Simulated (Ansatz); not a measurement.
Take CuI in the zinc blende structure (space group F-43m, No. 216; a = 6.0228 Å) as the base. Axes: x, y, z lie along the cube axes.

Method: r2SCAN (Ansatz, a program for electronic structure, PAW, without spin-orbit coupling).

Before the change:

- Valence-band top at Γ = 0.00, 0.00, 0.00 eV
- Band gap = 1.67 eV
- Electron mass = 0.18 mₑ (at Γ)

Modification: biaxial strain +2.08 %, plane normal [111], relaxed out of plane (Cartesian); in-plane vectors clamped, the third vector and the atoms free.

Task: Predict the new out-of-plane strain, valence-band top at Γ, band gap, energy relative to the base and electron mass.

Result: The out-of-plane strain amounts to -1.54 %; the valence-band top at Γ (three highest levels, from the VBM) goes from 0.00, 0.00, 0.00 eV to 0.00, -0.03, -0.03 eV; the band gap drops by 0.11 eV (1.67 eV → 1.56 eV); the energy grows by 5.8 meV/atom; the electron mass becomes 0.20 mₑ out of plane, 0.17 mₑ in plane (at Γ) (base: 0.18 mₑ (at Γ)).

With I present, leaving out spin-orbit coupling can change the band edges. Masses are band curvatures over ±0.01 Å⁻¹ around the edge. No phonon test of stability was made. All final runs are without spin polarisation.
